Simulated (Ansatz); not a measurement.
## Pressure series in GaN

The parent structure is GaN in the wurtzite structure (space group P6_3mc, No. 186; a = 3.183 Å, c = 5.185 Å).

Cell and atoms are relaxed at each pressure.

Calculations: PBEsol in Ansatz (plane waves to 420 eV, PAW, no spin-orbit coupling).

Candidates:
(a) pressure −1 GPa
(b) pressure 18 GPa
(c) pressure 30 GPa
(d) pressure 4.2 GPa

For the base:

- Band gap = 1.88 eV

Question: Order them by band gap, lowest first.

Answer: (a) pressure −1 GPa (1.84 eV), (d) pressure 4.2 GPa (2.01 eV), (b) pressure 18 GPa (2.40 eV), (c) pressure 30 GPa (2.67 eV)

Load acts through the strain it causes; cell and atoms are relaxed under it. Whether these cells are dynamically stable was not tested. Tetrahedral semiconductors of this kind turn to denser phases somewhere between about 1 and 50 GPa; those were not computed, so compressed cells here can lie past the real transition.

Ansatz is an electronic-structure program.
